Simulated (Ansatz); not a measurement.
The parent structure is CoSi2 (space group Fm-3m, No. 225; not spin-polarised; relaxed with 0.1 eV smearing).

```
CoSi2
1.0
    0.00000     2.68058     2.68058
    2.68058     0.00000     2.68058
    2.68058     2.68058     0.00000
Co Si
1 2
Direct
  0.00000   0.00000   0.00000
  0.25000   0.25000   0.25000
  0.75000   0.75000   0.75000
```

All numbers come from PBE (Ansatz, an electronic-structure program), no spin-orbit coupling, earlier PAW set.

Strains are applied to the cell and any free atomic positions relax.

One change was made to it. Results:

| quantity | base | after |
|---|---|---|
| pressure | 0.0 GPa | 42.1 GPa |
| energy relative to the base (free energy F) | 0 meV/atom | +0.219 eV/atom |

Q: What was done to the base?
(A) isotropic strain −5.30 %
(B) isotropic strain +5.00 %
(C) isotropic strain −0.44 %

A: A, isotropic strain −5.30 %. For comparison, the energy relative to the base in the other runs: isotropic strain +5.00 % gives +132 meV/atom; isotropic strain −0.44 % gives +1.3 meV/atom.

Whether these cells are dynamically stable was not tested. Starting moments died away, wholly or in part, for the base; another magnetic solution may exist. The final runs are not spin-polarised. An odd electron count without spin: CoSi2.
